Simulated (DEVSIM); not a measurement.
System: abrupt Si p-n junction, at 300 K.

```
layer (left to right)  material  thickness (μm)  Nd (cm⁻³)  Na (cm⁻³)  τn (s)  τp (s)
---------------------  --------  --------------  ---------  ---------  ------  ------
1                            Si           0.110          -     7.1e17  1.1e-6  1.1e-6
2                            Si             120     2.4e17          -  1.1e-6  1.1e-6
```

Left contact: ohmic. Right contact: ohmic. Voltage is applied to the left contact. Recombination: SRH at mid-gap, radiative. Mobility is constant in doping.

The device is made up for the run: typed textbook-type constants, with dimensions and the other settings drawn at random. Values at 300 K.

| parameter | Si |
|---|---|
| gap (eV) | 1.124 |
| affinity (eV) | 4.05 |
| permittivity | 11.7 |
| Nc (cm⁻³) | 2.86e19 |
| Nv (cm⁻³) | 3.1e19 |
| μn (cm²/Vs) | 1417 |
| μp (cm²/Vs) | 470 |
| B (cm³/s) | 4.7e-15 |

DEVSIM, 1D drift-diffusion, Boltzmann statistics, complete ionisation; no tunnelling, impact ionisation, image-force lowering or self-heating.

The doping Na of layer 1 was swept, all else fixed.

```json
[
 {"doping Na of layer 1 (cm^-3)": "2.1e16", "dark forward voltage at 1 A/cm² (V)": "0.459", "largest field in the device at zero bias (V/cm)": "81000", "dark forward voltage at 100 A/cm² (V)": "0.618", "potential step across the device at zero bias (V)": "0.812"},
 {"doping Na of layer 1 (cm^-3)": "7.1e16", "dark forward voltage at 1 A/cm² (V)": "0.519", "largest field in the device at zero bias (V/cm)": "120000", "dark forward voltage at 100 A/cm² (V)": "0.669", "potential step across the device at zero bias (V)": "0.843"},
 {"doping Na of layer 1 (cm^-3)": "2.1e17", "dark forward voltage at 1 A/cm² (V)": "0.560", "largest field in the device at zero bias (V/cm)": "170000", "dark forward voltage at 100 A/cm² (V)": "0.703", "potential step across the device at zero bias (V)": "0.871"},
 {"doping Na of layer 1 (cm^-3)": "7.1e17", "dark forward voltage at 1 A/cm² (V)": "0.596", "largest field in the device at zero bias (V/cm)": "220000", "dark forward voltage at 100 A/cm² (V)": "0.740", "potential step across the device at zero bias (V)": "0.903"},
 {"doping Na of layer 1 (cm^-3)": "2.1e18", "dark forward voltage at 1 A/cm² (V)": "0.626", "largest field in the device at zero bias (V/cm)": "240000", "dark forward voltage at 100 A/cm² (V)": "0.770", "potential step across the device at zero bias (V)": "0.931"},
 {"doping Na of layer 1 (cm^-3)": "7.1e18", "dark forward voltage at 1 A/cm² (V)": "0.658", "largest field in the device at zero bias (V/cm)": "270000", "dark forward voltage at 100 A/cm² (V)": "0.798", "potential step across the device at zero bias (V)": "0.962"}
]
```

From the first row to the last the dark forward voltage at 1 A/cm² goes from 0.459 to 0.658. From the first row to the last the largest field in the device at zero bias goes from 81000 to 270000.
